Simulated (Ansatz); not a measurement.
## Effect of pressure 3 GPa on KMgF3

Start from KMgF3 in the cubic perovskite structure (space group Pm-3m, No. 221; a = 4.054 Å).

It is then changed as follows: a hydrostatic pressure of 3 GPa.

Computed with Ansatz (a first-principles code) PBE, without spin-orbit coupling. Settings: 8×8×8 k-points, 0.05 eV Fermi–Dirac smearing.

```csv
quantity,base,changed,shift
volume per atom,13.33 Å³,12.79 Å³,-0.54 Å³
density,3.00 g/cm³,3.13 g/cm³,+0.13 g/cm³
shortest interatomic distance,2.027 Å,1.999 Å,-0.028 Å
band gap,6.96 eV,7.26 eV,+0.30 eV
gap character,"indirect, R → Γ","indirect, R → Γ",–
smallest direct gap,7.28 eV,7.58 eV,+0.30 eV
mean gap deformation potential ΔEg/Δln V,–,-7.3 eV,–
width of the top valence band,0.52 eV,0.55 eV,+0.03 eV
electron mass,0.52 mₑ (at Γ),0.52 mₑ (at Γ),–
```

Load acts through the strain it causes; cell and atoms are relaxed under it. Effective masses come from finite differences of ±0.01 Å⁻¹. Whether these cells are dynamically stable was not tested.
